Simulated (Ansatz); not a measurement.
Input:

End structure of Mg on the 1x1 (110) surface of bcc W, one in a 2x1 cell, started at the site 'hollow W-W-W':

```yaml
crystal:
  lattice:
    - [5.51535, 0.00000, 0.00000]
    - [-0.91923, 2.59996, 0.00000]
    - [0.00000, 0.00000, 26.00000]
  atoms:
    - { symbol: W, position: [0.25000, 0.50000, 0.37289] }
    - { symbol: W, position: [0.75000, 0.50000, 0.37289] }
    - { symbol: W, position: [0.00000, 0.00000, 0.45653] }
    - { symbol: W, position: [0.50000, 0.00000, 0.45653] }
    - { symbol: W, position: [0.25014, 0.49955, 0.54325] }
    - { symbol: W, position: [0.75015, 0.49966, 0.54331] }
    - { symbol: W, position: [0.99628, 0.97771, 0.62803] }
    - { symbol: W, position: [0.50373, 0.02085, 0.62802] }
    - { symbol: Mg, position: [0.24995, 0.49841, 0.71747] }
```

Model: 9-atom slab, 6.6 Å thick at the start under the adsorbate (thin: gaps and levels are the slab's own), 6x12x1 mesh, Fermi-Dirac 0.1 eV, dipole correction, 4 atoms held, the rest relaxed; no symmetry held; no spin, no spin-orbit, no U, no dispersion correction. At the end it is bonded to 4 W. In PBE it is, or lies within 0.03 eV of, the lowest of the starts that converged.

A negative adsorption energy means that the adsorbate is more stable on the surface than in its reference.

Q: Estimate the change of the work function that PBE (Ansatz, an electronic-structure program) returns for this input.

A: -1.19 eV

Q: Give the work function of the top face at the level PBE.

A: 3.63 eV

Q: What is the computed adsorption energy against an atom of hcp Mg (PBE)?

A: -0.37 eV

Q: Give the change of the step from the bottom to the top vacuum level, against the clean slab at the level PBE.

A: -1.18 eV
